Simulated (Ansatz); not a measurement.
System: SiO2 (Imma, No. 74, 12 atoms in the cell; start mp-600000; a measured phase of this formula has another space group). Method: PBE0 (Ansatz, a program for electronic structure, plane waves, PAW).

Run with plane-wave cutoff 460 eV, 6×6×6 k mesh, Fermi–Dirac smearing 0.01 eV, scalar-relativistic PAW data made under PBE.

Cell (relaxed with PBEsol):

O₂Si is taken in the orthorhombic space group Imma (No. 74), Pearson symbol oI24. Lattice parameters: a = 5.264 Å, b = 9.572 Å, c = 8.921 Å, α = 90.00°, β = 90.00°, γ = 90.00°. Si on 8h is coordinated by 4 O at 1.604–1.618 Å (tetrahedral). O1 on 4e has 2 Si at 1.618 Å (bent). O2 on 8g is surrounded by 2 Si at 1.616 Å (bent). O3 on 4a sees 2 Si at 1.604 Å (linear). (Neighbours: up to the widest gap in distance over summed covalent radii, below 1.35, at either atom.)
(The calculation used a cell of 12 atoms; values per cell refer to that cell.)

Task: Give the computed band gap.

Result: 
band gap: 7.89 eV (on the SCF k mesh) (direct)

Note: cell and atoms aren't relaxed at this level (largest force component 0.22 eV/Å, pressure -1.9 GPa).

Computing time: very roughly 50 core-minutes.

A start named mp-… is a Materials Project structure, which need not be a measured phase.
